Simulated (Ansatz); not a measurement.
A computed series for Cu: response to strain

The reference is Cu in the fcc (Cu type) structure (space group Fm-3m, No. 225; a = 3.563 Å; relaxed with 0.1 eV smearing). Axes: x, y, z lie along the cube axes.

Strains are applied to the cell and any free atomic positions relax; under biaxial strain the out-of-plane vector relaxes too.

Method: plane-wave PAW DFT at the PBEsol level (Ansatz, a program for electronic structure, 420 eV), without spin-orbit coupling, earlier PAW set.

Notes on the quantities. energy relative to the base: free energy F; pressure: mean of the normal stresses, compression positive.

```csv
variant,space group,shortest interatomic distance,energy relative to the base,pressure
base,Fm-3m (No. 225),2.520 Å,0 meV/atom,0.0 GPa
"biaxial strain −1.00 %, plane normal [001], relaxed out of plane",I4/mmm (No. 139),2.495 Å,+1.1 meV/atom,1.1 GPa
"biaxial strain −4.77 %, plane normal [111], relaxed out of plane",R-3m (No. 166),2.400 Å,+64 meV/atom,14.2 GPa
"biaxial strain −3.29 %, plane normal [111], relaxed out of plane",R-3m (No. 166),2.437 Å,+29 meV/atom,8.9 GPa
"biaxial strain −0.98 %, plane normal [111], relaxed out of plane",R-3m (No. 166),2.495 Å,+2.3 meV/atom,2.3 GPa
isotropic strain −0.74 %,Fm-3m (No. 225),2.501 Å,+3.0 meV/atom,3.9 GPa
isotropic strain +3.89 %,Fm-3m (No. 225),2.618 Å,+69 meV/atom,-14.4 GPa
uniaxial strain ε_xx = −1.50 %,I4/mmm (No. 139),2.501 Å,+1.7 meV/atom,2.6 GPa
tensor shear ε_xz = −1.91 %,Immm (No. 71),2.472 Å,+4.9 meV/atom,0.3 GPa
tensor shear ε_xy = +2.89 %,Immm (No. 71),2.447 Å,+11 meV/atom,0.6 GPa
```

No phonon test of stability was made. All final runs are without spin polarisation.
